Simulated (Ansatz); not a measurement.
The reference is ZnSiP2 in the chalcopyrite structure (space group I-42d, No. 122).

```cif
data_P4Si2Zn2
_chemical_formula_sum 'Zn2 Si2 P4'
_space_group_name_H-M_alt 'P 1'
_space_group_IT_number 1
_cell_length_a 6.46864
_cell_length_b 6.46864
_cell_length_c 6.46864
_cell_angle_alpha 130.878
_cell_angle_beta 130.878
_cell_angle_gamma 72.007
loop_
_space_group_symop_operation_xyz
  'x, y, z'
loop_
_atom_site_label
_atom_site_type_symbol
_atom_site_fract_x
_atom_site_fract_y
_atom_site_fract_z
_atom_site_occupancy
Zn1 Zn 0.75000 0.25000 0.50000 1
Zn2 Zn 0.00000 0.00000 0.00000 1
Si1 Si 0.25000 0.75000 0.50000 1
Si2 Si 0.50000 0.50000 0.00000 1
P1 P 0.14181 0.12500 0.51681 1
P2 P 0.60819 0.62500 0.48319 1
P3 P 0.37500 0.85819 0.98319 1
P4 P 0.87500 0.39181 0.01681 1
```

All numbers come from r2SCAN in Ansatz (plane waves to 500 eV, PAW, no spin-orbit coupling).

Base values:

* **Gap between the host's bands**: 1.55 eV
* **Gap character**: direct at Γ

One thing is altered: electron doping at 3.0×10^21 cm⁻³ (0.454 per cell), with a uniform compensating background at fixed cell and a 300 K Fermi–Dirac width.

Task: How does this affect the gap between the host's bands, gap character and Fermi level from band edge?

Result: The gap between the host's bands falls by 0.04 eV to 1.51 eV; the gap character is still direct at Γ; the Fermi level relative to the doped band's edge (positive inside the band; to 0.05 eV) comes out as +0.60 eV.

Carriers are added with a uniform compensating background; total energy and stress of such cells depend on the potential's zero and are not compared; many-body gap narrowing is missing at this level. No phonon test of stability was made.

Ansatz is a program for electronic structure.
